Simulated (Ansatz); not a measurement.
# A computed series for TlBr: response to strain

The parent structure is TlBr in the CsCl type structure (space group Pm-3m, No. 221).

```yaml
crystal:
  lattice:
    - [3.91453, 0.00000, 0.00000]
    - [0.00000, 3.91453, 0.00000]
    - [0.00000, 0.00000, 3.91453]
  atoms:
    - { symbol: Tl, position: [0.00000, 0.00000, 0.00000] }
    - { symbol: Br, position: [0.50000, 0.50000, 0.50000] }
```

Cartesian axes are those of the cell as printed.

Strains are applied to the cell and any free atomic positions relax; under biaxial strain the out-of-plane vector relaxes too.

All numbers come from DFT with PBEsol, PAW potentials and a 420 eV plane-wave cutoff in Ansatz (an electronic-structure program), no spin-orbit coupling.

Candidates:
(a) biaxial strain −1.50 %, plane normal [001], relaxed out of plane
(b) biaxial strain +1.00 %, plane normal [001], relaxed out of plane
(c) biaxial strain +3.00 %, plane normal [001], relaxed out of plane
(d) biaxial strain −2.50 %, plane normal [001], relaxed out of plane
(e) biaxial strain +2.00 %, plane normal [001], relaxed out of plane

Q: Order them by out-of-plane strain, highest first.

A: (d) biaxial strain −2.50 %, plane normal [001], relaxed out of plane (+2.31 %), (a) biaxial strain −1.50 %, plane normal [001], relaxed out of plane (+1.34 %), (b) biaxial strain +1.00 %, plane normal [001], relaxed out of plane (-0.85 %), (e) biaxial strain +2.00 %, plane normal [001], relaxed out of plane (-1.62 %), (c) biaxial strain +3.00 %, plane normal [001], relaxed out of plane (-2.32 %)

Whether these cells are dynamically stable was not tested.
